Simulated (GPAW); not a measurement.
A self-consistent single point of YAu (Cmcm, 4 atoms in the cell) with GPAW.

Level of theory: LDA (Perdew-Wang 92), GPAW PAW datasets LDA (gpaw-data 1.0.1) (plane waves; GPAW 25.7.0).

```yaml
crystal:
  lattice:
    - [1.87299, -5.47202, 0.00000]
    - [1.87299, 5.47202, 0.00000]
    - [0.00000, 0.00000, 4.64123]
  atoms:
    - { symbol: Y, position: [0.86155, 0.13845, 0.75000] }
    - { symbol: Y, position: [0.13845, 0.86155, 0.25000] }
    - { symbol: Au, position: [0.58712, 0.41288, 0.75000] }
    - { symbol: Au, position: [0.41288, 0.58712, 0.25000] }
```

Reference input (self-consistent single point, DFT PBEsol, plane waves, GPAW PAW datasets PBEsol (made by gpaw-setup)): mode = pw; ecut = 600 eV; xc = PBEsol; kpts = 6 6 5; mesh shift (steps) = 0 0 0; occupations.name = fermi-dirac; occupations.width = 0.1 eV; nbands = -12; symmetry.symmorphic = false; symmetry.tolerance = 0.0005; maxiter = 150. This run's input differs from it in these lines:

```diff
@@ -15,3 +15,3 @@
 calc = GPAW(mode={'name': 'pw', 'ecut': 600},
-            xc='PBEsol',
+            xc='LDA',
             kpts={'size': (6, 6, 5), 'gamma': True},
```

Its files differ too (potentials: GPAW PAW datasets LDA (gpaw-data 1.0.1)).

The program printed (abridged):

```
     iter     time        total  log10-change:
                         energy   eigst   dens
iter:   1 --:--:--   -25.500535
iter:   2 --:--:--   -24.750728   -1.74  -1.24
iter:   3 --:--:--   -23.279073   -0.99  -1.28
iter:   4 --:--:--   -23.182479   -2.54  -1.49
iter:   5 --:--:--   -23.031986   -1.87  -1.58
iter:   6 --:--:--   -23.164627   -1.82  -2.06
iter:   7 --:--:--   -23.059871   -2.89  -1.94
iter:   8 --:--:--   -23.009804   -2.66  -2.12
iter:   9 --:--:--   -23.008532   -3.73  -2.47
iter:  10 --:--:--   -23.001965c  -3.31  -2.61
iter:  11 --:--:--   -23.001951c  -4.62  -3.38
iter:  12 --:--:--   -23.002018c  -4.85  -3.40
iter:  13 --:--:--   -23.001828c  -4.93  -3.21
iter:  14 --:--:--   -23.001814c  -5.86  -3.52
   [... 2 lines left out ...]
iter:  17 --:--:--   -23.001805c  -6.99  -3.66
iter:  18 --:--:--   -23.001812c  -5.60  -3.67
iter:  19 --:--:--   -23.001800c  -5.87  -3.91
iter:  20 --:--:--   -23.001795c  -6.76  -3.92
iter:  21 --:--:--   -23.001791c  -6.19  -4.09c
iter:  22 --:--:--   -23.001786c  -7.00  -4.15c
iter:  23 --:--:--   -23.001784c  -6.87  -4.26c
iter:  24 --:--:--   -23.001784c  -7.73c -4.71c
Converged after 24 iterations.

Dipole moment: (-0.000000, 0.000000, -0.000000) |e|*Ang

Energy contributions relative to reference atoms: (reference = -1216602.918717)

Kinetic:        -37.524019
Potential:      +30.620780
External:        +0.000000
XC:             -16.088107
Entropy (-ST):   -0.097260
Local:           +0.038191
SIC:             +0.000000
--------------------------
Free energy:    -23.050415
Extrapolated:   -23.001784

Showing only first 2 kpts
 Kpt  Band  Eigenvalues  Occupancy
  0    20      7.73249    1.93867
  0    21      8.83641    0.00101
  0    22      9.02545    0.00015
  0    23      9.57092    0.00000

  1    20      7.50021    1.99382
  1    21      8.01728    1.29390
  1    22      8.96196    0.00029
  1    23      9.20697    0.00002

Fermi level: 8.07785

No gap
No difference between direct/indirect transitions
Energy (eV): -23.001784

Forces in eV/Ang:
  0 Y     0.00000   -0.06433    0.00000
  1 Y     0.00000    0.06433    0.00000
  2 Au    0.00000    0.03344   -0.00000
  3 Au    0.00000   -0.03344    0.00000

Stress tensor:
     0.031066    -0.000000     0.000000
    -0.000000     0.032948     0.000000
     0.000000     0.000000     0.035568
Stress (GPa, Voigt): [ 4.9773  5.2789  5.6987  0.      0.     -0.    ]
```

The run converged in 24 iterations. GPAW prints stress with tension positive. Against the reference run the pressure goes from -2.56 to -5.32 GPa and the largest force goes from 0.037 to 0.064 eV/Å.

The starting cell comes from a database of computed structures (which also holds hypothetical and non-ambient phases and stackings), without a prior relaxation at this level. With a pressure of about -5 GPa the cell is away from its equilibrium volume at this level.

Cost on one core of a shared machine: roughly 3 min.
